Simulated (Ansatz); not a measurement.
Levels about the gap of amorphous hafnium silicate (Hf₁₈O₃₈Si) (57 atoms in a cell of 742 Å³, 8.61 g/cm³; zone centre alone, so wide bands show as single levels with stretches between that a denser mesh fills), at the geometry that PBE relaxed, where it gives -2.1 GPa on a denser mesh. The participation number counts the atoms over which a state spreads; weights are charges in smoothed Voronoi cells. The levels come from a single point, so bond lengths are those of that geometry. Method of the levels: PBE, scalar-relativistic without spin-orbit coupling (Ansatz, an electronic-structure program). Sampling: the zone centre alone; Fermi-Dirac width 0.02 eV; no spin polarisation. At PBE the levels at the filled edge of the gap are localised (band-tail or defect states).

A CHGNet melt-quench gave the starting glass, which DFT then relaxed. O atoms were pushed apart under 1.9 Å during the dynamics, to hinder bonds among them. The hot cell started wider than the set density and was brought back towards it in steps. It is the lowest in DFT energy of 2 quenches. It is a model cell: composition and starting density were chosen by hand, and all elements were melted together. No dispersion term was used. Its density started from a set value of 8.61 and ended at 8.61 g/cm³. The quench (nominally 380 K/ps over its main leg) was far faster than any real one, so the model tends to hold more defects than a real film. One small periodic cell is one sample of the glass; other quenches scatter about these values. The volume was held where the preparation left it and the shape relaxed, at a PBE pressure of -2.1 GPa (tension). Stress components on the final sampling reach 2.1 GPa.

```tsv
E - E(highest filled), eV	filling	participation number	largest on	weight O	weight Hf	weight Si
-0.46	filled	13.6	O, 3 neighbours	0.94	0.05	0.00
-0.42	filled	11.9	O, 3 neighbours	0.95	0.05	0.00
-0.35	filled	19.9	O, 3 neighbours	0.94	0.06	0.00
-0.30	filled	12.7	O, 2 neighbours	0.94	0.06	0.00
-0.19	filled	15.6	O, 2 neighbours	0.94	0.06	0.00
-0.13	filled	7.4	O, 3 neighbours	0.94	0.06	0.00
0.00	filled	6.3	O, 2 neighbours	0.95	0.05	0.00
3.92	empty	34.1	Hf, 5 neighbours	0.53	0.46	0.01
4.01	empty	21.4	Hf, 6 neighbours	0.40	0.60	0.01
4.25	empty	25.7	Hf, 6 neighbours	0.37	0.62	0.00
4.30	empty	17.2	Hf, 6 neighbours	0.37	0.63	0.00
4.34	empty	30.6	Hf, 6 neighbours	0.40	0.60	0.00
4.38	empty	25.3	Hf, 6 neighbours	0.40	0.59	0.00
4.48	empty	23.4	Hf, 6 neighbours	0.40	0.60	0.00
```

Most localised among these is the filled level at +0.00 eV, on a O atom, which has 2 neighbours (Hf 1.96 Å, Hf 2.01 Å).
